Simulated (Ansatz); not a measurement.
Take KTaO₃ in the cubic perovskite structure (space group Pm-3m, No. 221; a = 4.0232 Å) as the base.

Levels (all Ansatz, an electronic-structure program, PAW, earlier PAW set): PBE (420 eV, no spin-orbit coupling); r2SCAN (500 eV, no spin-orbit coupling).

Its gap is 2.17 eV with PBE and 2.57 eV with r2SCAN.

One thing is altered: a hydrostatic pressure of 60 GPa.

With PBE the gap becomes 2.59 eV.

Question: If the r2SCAN correction stayed the same, what would the r2SCAN gap be, and what does the r2SCAN run give?

Answer: A rigid correction of +0.40 eV gives 2.99 eV. The r2SCAN run gives 3.06 eV, so the correction itself changes by +0.07 eV.

Single points use the geometry relaxed with PBE. Spin-orbit coupling, missing from the scalar runs, can matter with Ta. Load acts through the strain it causes; cell and atoms are relaxed under it. No phonon test of stability was made. Competing high-pressure phases were not computed.
